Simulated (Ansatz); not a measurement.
The parent structure is GaN (space group P6_422, No. 181; a = 3.125 Å, c = 7.359 Å; a hypothetical phase, not in the database extracts checked). Axes: x lies along a and z along c of the hexagonal cell.

Now apply this change: the cell is stretched by 5.06 % along x with no lateral relaxation; the atoms relax in the strained cell.

Levels (all Ansatz, a quantum-chemistry and plane-wave program, PAW): PBEsol (420 eV, scalar-relativistic without spin-orbit coupling); r2SCAN (500 eV, no SOC); HSE06 (420 eV, without spin-orbit coupling).

One geometry, relaxed with PBEsol, under each level:

```tsv
level	band gap	lowest conduction level above the VBM at special points	pressure
PBEsol	0.92 eV	Γ 0.92 eV; Z 2.80 eV; T 2.80 eV; Y 2.81 eV	-8.27 GPa
r2SCAN	…	…	-8.32 GPa
HSE06	2.05 eV	Γ 2.05 eV; Z 3.96 eV; T 4.09 eV	–
```

Give the withheld r2SCAN results.


- r2SCAN, band gap: 1.33 eV
- r2SCAN, lowest conduction level above the VBM at special points: Γ 1.33 eV; Z 3.23 eV; T 3.34 eV; Y 3.36 eV

Single points use the geometry relaxed with PBEsol. Their cutoffs differ, which shifts pressures a little. The hybrid gap comes from the SCF mesh plus the semilocal run's edge points and a few special points and is an upper bound. Whether these cells are dynamically stable was not tested. The base started in P3_121 and relaxed to P6_422 at this level. Labels are those of the standard path for the cell's own space group.
